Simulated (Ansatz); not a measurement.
Input and output of a zone-centre phonon calculation for LaGe3Ir (I4mm, 5 atoms in the cell) (Ansatz, a program for electronic structure).

Level of theory: LDA (PW92), default PAW files made with PBE (plane waves; Ansatz).

```
CELL_PARAMETERS angstrom
     -2.23029     2.23029     5.06692
      2.23029    -2.23029     5.06692
      2.23029     2.23029    -5.06692
ATOMIC_POSITIONS crystal
  La 0.57853 0.57853 0.00000
  Ge 0.34263 0.84263 0.50000
  Ge 0.84263 0.34263 0.50000
  Ge 0.00049 0.00049 0.00000
  Ir 0.23877 0.23877 0.00000
```

Reference input (self-consistent single point, DFT, LDA (PW92), plane waves, default PAW files made with PBE): basis.ecutwfc = 420 eV; kpoints.mp_grid.grid = 8 8 8; hamiltonian.xc = lda; hamiltonian.pseudopotentials = {kind: paw} (the program's default PAW files); scf.occupations.method = gaussian; scf.occupations.width = 0.1 eV. This run's input differs from it in these lines:

Ansatz 0.2 input:
```diff
@@ -13,3 +13,3 @@
 basis:
-  ecutwfc: 420.0
+  ecutwfc: 210.0
 kpoints:
@@ -21,6 +21,4 @@
   occupations: { method: gaussian, width: 0.1 }
-output:
-  forces: true
-  eigenvalues: true
-  stress: true
+phonons:
+  method: dfpt
```

Output, abridged:

```
SCF iter   1: F=—  HF=-30369.089046 eV  |F-HF|=—  |Δ(HF+E_count)|=         —  Δρ=5.80e-2  dr2=2.08e0  ethr=1.77e-3  ⟨swp⟩=4.5  Hψ=12657  notcnv=0
all-band conjugate gradients solve this SCF's bands
preconditioner: auto → Kerker (q_TF=auto, 2.567 Å⁻¹)
SCF iter   2: F=—  HF=-30365.505316 eV  |F-HF|=—  |Δ(HF+E_count)|=    3.58e0  Δρ=2.67e-2  dr2=5.80e-1  ethr=1.77e-3  ⟨swp⟩=2.0  Hψ=8447  notcnv=0  defer=171
   [... lines left out ...]
SCF iter   9: F=—  HF=-30365.195560 eV  |F-HF|=—  |Δ(HF+E_count)|=   6.47e-8  Δρ=1.66e-6  dr2=3.79e-9  ethr=1.88e-10  ⟨swp⟩=2.0  Hψ=6663  notcnv=0  defer=178
SCF iter  10: F=—  HF=-30365.195560 eV  |F-HF|=—  |Δ(HF+E_count)|=  4.80e-10  Δρ=5.28e-7  dr2=3.44e-10  ethr=5.41e-12  ⟨swp⟩=2.0  Hψ=4893  notcnv=0  defer=178
SCF iter  11: F=—  HF=-30365.195560 eV  |F-HF|=—  |Δ(HF+E_count)|=  1.24e-10  Δρ=7.91e-8  dr2=1.17e-11  ethr=1.00e-12  ⟨swp⟩=2.0  Hψ=6402  notcnv=0  defer=178
SCF iter  12: F=-30365.195560 eV  HF=-30365.195560 eV  |F-HF|=3.64e-12  |Δ(HF+E_count)|=  7.28e-12  Δρ=1.75e-8  dr2=5.44e-13  ethr=1.00e-12  ⟨swp⟩=9.6  Hψ=16674  notcnv=0
SCF 1 converged in 12 iterations: F = -30365.195560 eV  dr2 = 5.44e-13
DFPT response loops at Γ: preconditioner auto → Kerker (q_TF=auto, 2.567 Å⁻¹) (partly filled bands, converged f_vac=0.005) …
Free energy (F): -30365.195560 eV
Internal energy: -30365.189266 eV  (E = F + TS)
E sigma→0 (E₀):  -30365.192413 eV
Entropy (-TS):   -0.006294 eV (-1.259 meV/atom)
Fermi energy:    13.605885 eV
--- Phonons (Γ-DFPT): 9 representative perturbations + reference, on 95 of 512 k-points (Σ response iterations 49) ---
  k mesh reduced under 4 symmetry operations, with k and −k counted as one. Each operation leaves every solved displacement unchanged or reverses it
  ASR residual: 9.111e-5 → 0.000e0 eV/Å²; symmetrization residual: 3.748e-5 eV/Å²
  ASR residual per site (eV/Å²): 2.98e-5 9.11e-5 9.11e-5 4.34e-5 7.76e-5
  Γ frequencies (cm⁻¹): 0.00 0.00 0.00 91.88 91.88 98.21 138.00 138.00 166.24 215.05 215.05 216.87 265.03 280.68 280.68
  non-analytic LO–TO correction: not included (Born effective charges unavailable; polar crystals: no LO–TO splitting at Γ)
```

The run converged in 12 iterations. 

Summary of the result:
* **Free energy E − TS (on the zero of these files)**: -30365.1956 eV
* **Fermi level (on the code's own zero)**: 13.61 eV
* **Zone-centre frequencies (cm⁻¹; negative means imaginary)**: 0, 0, 0, 92, 92, 98, 138, 138, 166, 215, 215, 217, 265, 281, 281

The starting cell comes from a database of computed structures (which also holds hypothetical and non-ambient phases and stackings), without a prior relaxation at this level. Its lattice was rescaled by up to half a per cent. Spin polarisation is off. The cutoff lies below the one recommended for these files.

Cost on one core of a shared machine: roughly 5 min.
